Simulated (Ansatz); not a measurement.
**What biaxial strain −2.50 %, plane normal [001], relaxed out of plane does to CuAu**

Take CuAu (space group P4/mmm, No. 123; a = 2.869 Å, c = 3.645 Å; relaxed with 0.1 eV smearing) as the base. Axes: x, y, z lie along a, b, c of the conventional cell.

Perturbation: compressive biaxial strain of 2.50 % in the plane normal to [001], as in epitaxy on a mismatched substrate; the out-of-plane cell vector and the atoms relax.

Calculations: PBE, PAW, 420 eV (Ansatz, a first-principles code; without spin-orbit coupling). Γ-centred 20×20×16 mesh, Fermi–Dirac width 0.1 eV.

| quantity | base | changed | shift |
|---|---|---|---|
| volume per atom | 15.01 Å³ | 14.87 Å³ | -0.14 Å³ |
| space group | P4/mmm (No. 123) | P4/mmm (No. 123) | – |
| shortest interatomic distance | 2.727 Å | 2.743 Å | +0.0154 Å |
| pressure (mean of the normal stresses, compression positive) | 0.0 GPa | 1.6 GPa | +1.6 GPa |
| band gap | zero | zero | – |
| out-of-plane strain | – | +4.24 % | – |
| ratio −ε⊥/ε∥ | – | 1.70 | – |

Final structure (turned so that z lies along the plane normal):

```xyz
2
Lattice="2.7977 0.0000 0.0000 0.0000 2.7977 0.0000 0.0000 0.0000 3.7997" Properties=species:S:1:pos:R:3 pbc="T T T"
Cu     0.0000     0.0000     0.0000
Au     1.3988     1.3988     1.8998
```

Cost of the whole job for the changed cell (relaxation, final SCF and bands): roughly 2.8 core-minutes.

Whether these cells are dynamically stable was not tested. The final runs are not spin-polarised.
